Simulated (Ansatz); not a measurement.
AlN, response to strain

Base system: AlN in the wurtzite structure (space group P6_3mc, No. 186; a = 3.1066 Å, c = 4.9780 Å). Axes: x lies along a and z along c of the hexagonal cell.

Strains are applied to the cell and any free atomic positions relax; under biaxial strain the out-of-plane vector relaxes too; under stress the whole cell relaxes.

All numbers come from r2SCAN (Ansatz, a program for electronic structure; PAW; 500 eV plane waves; no spin-orbit coupling), earlier PAW set.

Notes on the quantities. pressure: mean of the normal stresses, compression positive.

```tsv
case	band gap	pressure	volume per atom
base	4.87 eV	0.01 GPa	10.40 Å³
biaxial strain −2.97 %, plane normal [001], relaxed out of plane	5.29 eV	10.90 GPa	9.94 Å³
biaxial strain −0.22 %, plane normal [001], relaxed out of plane	4.92 eV	0.73 GPa	10.37 Å³
biaxial strain +0.66 %, plane normal [001], relaxed out of plane	4.73 eV	-2.09 GPa	10.50 Å³
isotropic strain −3.19 %	…	…	9.44 Å³
isotropic strain +1.17 %	4.56 eV	-6.87 GPa	10.77 Å³
uniaxial strain ε_yy = +2.37 %	4.59 eV	-4.88 GPa	10.65 Å³
uniaxial strain ε_zz = +1.81 %	4.79 eV	-3.45 GPa	10.59 Å³
uniaxial stress, 1 GPa tension along z	4.87 eV	–	10.42 Å³
uniaxial stress, 5 GPa tension along z	4.87 eV	–	10.50 Å³
```

**Question.** Some entries are withheld; estimate them.

**Answer.** 
- isotropic strain −3.19 %, band gap: 5.75 eV
- isotropic strain −3.19 %, pressure: 24.70 GPa

Stability under load was not tested beyond the relaxation.
